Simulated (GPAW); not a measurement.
Checking a run of GPAW on SrCd (Pm-3m, 2 atoms in the cell). The aim is a self-consistent single point with DFT PBEsol, plane waves, GPAW PAW datasets PBEsol (made by gpaw-setup).

Cell that was meant: a = 4.0030 Å, b = 4.0030 Å, c = 4.0030 Å, α = 90.00°, β = 90.00°, γ = 90.00°.

Part of the input:

```python
              cell=[[4.003000, 0.000000, 0.000000],
                    [0.000000, 4.003000, 0.000000],
                    [0.000000, 0.000000, 4.003000]],
              positions=[[0.500000, 0.500000, 0.500000],
                         [0.000000, 0.000000, 0.000000]],
              pbc=True)

calc = GPAW(mode={'name': 'pw', 'ecut': 600},
```

Log, with long lists cut:

```
Input parameters:
  convergence: {density: 1e-05}
  kpts: [7 7 7]
  maxiter: 100
  mode: {ecut: 600,
         name: pw}
  nbands: -10
   [... lines left out ...]
   1 Cd     0.000000    0.000000    0.000000    ( 0.0000,  0.0000,  0.0000)

Unit cell:
           periodic     x           y           z      points  spacing
  1. axis:    yes    4.003000    0.000000    0.000000    24     0.1668
  2. axis:    yes    0.000000    4.003000    0.000000    24     0.1668
  3. axis:    yes    0.000000    0.000000    4.003000    24     0.1668

  Lengths:   4.003000   4.003000   4.003000
  Angles:   90.000000  90.000000  90.000000

Effective grid spacing dv^(1/3) = 0.1668
     iter     time        total  log10-change:
                         energy   eigst   dens
iter:   1 --:--:--   179.007383
iter:   2 --:--:--   179.490731   +0.41  -0.71
iter:   3 --:--:--   115.381098   +0.97  -0.72
iter:   4 --:--:--   178.893444   +0.73  -0.39
iter:   5 --:--:--   185.577557   -0.70  -0.96
   [... 9 lines left out ...]
iter:  15 --:--:--   181.812511   -1.76  -1.83
iter:  16 --:--:--   181.815164   -2.81  -1.82
iter:  17 --:--:--   181.795817   -1.98  -1.79
iter:  18 --:--:--   181.784835   -1.47  -1.81
iter:  19 --:--:--   181.790326c  -3.09  -1.91
   [... lines left out ...]
iter:  25 --:--:--   181.818390c  -3.65  -2.77
iter:  26 --:--:--   181.817617c  -3.19  -2.86
iter:  27 --:--:--   181.817455c  -3.33  -2.94
   [... 7 lines left out ...]
iter:  35 --:--:--   181.817572c  -4.84  -3.88
iter:  36 --:--:--   181.817567c  -6.79  -3.98
iter:  37 --:--:--   181.817559c  -5.83  -4.16
iter:  38 --:--:--   181.817557c  -6.32  -4.23
iter:  39 --:--:--   181.817557c  -7.47c -4.50
iter:  40 --:--:--   181.817555c  -6.67  -4.45
iter:  41 --:--:--   181.817554c  -6.71  -4.57
iter:  42 --:--:--   181.817554c  -7.22  -4.63
iter:  43 --:--:--   181.817554c  -8.05c -5.01c
Converged after 43 iterations.

Dipole moment: (-4.567583, -4.567583, -4.567583) |e|*Ang

Energy contributions relative to reference atoms: (reference = -238546.895995)

Kinetic:       +950.412934
Potential:     -774.896467
External:        +0.000000
XC:             -84.074725
Entropy (-ST):   -0.023586
Local:          +90.387605
SIC:             +0.000000
--------------------------
Free energy:   +181.805761
Extrapolated:  +181.817554

Showing only first 2 kpts
 Kpt  Band  Eigenvalues  Occupancy
  0     9     -0.29628    2.00000
  0    10      2.59702    2.00000
  0    11      3.74640    1.88309
  0    12      3.74640    1.88309

  1     9     -0.17936    2.00000
  1    10      2.66705    2.00000
  1    11      3.77218    1.77112
  1    12      4.03650    0.01125

Fermi level: 3.85727

No gap
No difference between direct/indirect transitions
Energy (eV): 181.817554

Forces in eV/Ang:
  0 Sr  228.91048  228.91048  228.91048
  1 Cd -228.91039 -228.91039 -228.91039

Stress tensor:
    -1.771220    -1.797670    -1.797670
    -1.797670    -1.771220    -1.797670
    -1.797670    -1.797670    -1.771220
Stress (GPa, Voigt): [-283.7807 -283.7807 -283.7807 -288.0185 -288.0185 -288.0185]
```

Is this run sound? If not, what is wrong?

The run is not sound. The fault is this: fractional coordinates typed as Cartesian. Numbers meant as fractions of the cell vectors were read as lengths, or the reverse, so the atoms sit in the wrong places. To fix it, make label and numbers agree, by changing either. The run converged in 43 iterations without an error; against the sound input the free energy goes up by 92.8 eV/atom, the pressure goes from -0.26 to 283.8 GPa and the largest force goes from 0.000 to 396.5 eV/Å.

An input that runs soundly differs in these lines (not the only fix; some lines may just follow from the change or write a value another way):
```diff
-              positions=[[0.500000, 0.500000, 0.500000],
-                         [0.000000, 0.000000, 0.000000]],
+              scaled_positions=[[0.500000, 0.500000, 0.500000],
+                                [0.000000, 0.000000, 0.000000]],
```

With that input, the run converged in 15 iterations: free energy E − TS (from the program's reference atoms) -3.8821 eV; Fermi level (on the code's own zero) 5.38 eV; pressure -0.26 GPa (DFT PBEsol, plane waves, GPAW PAW datasets PBEsol (made by gpaw-setup)).

On the sound input: the starting cell comes from a database of published, mostly measured structures (it also holds non-ambient and calculated ones), without a prior relaxation at this level.
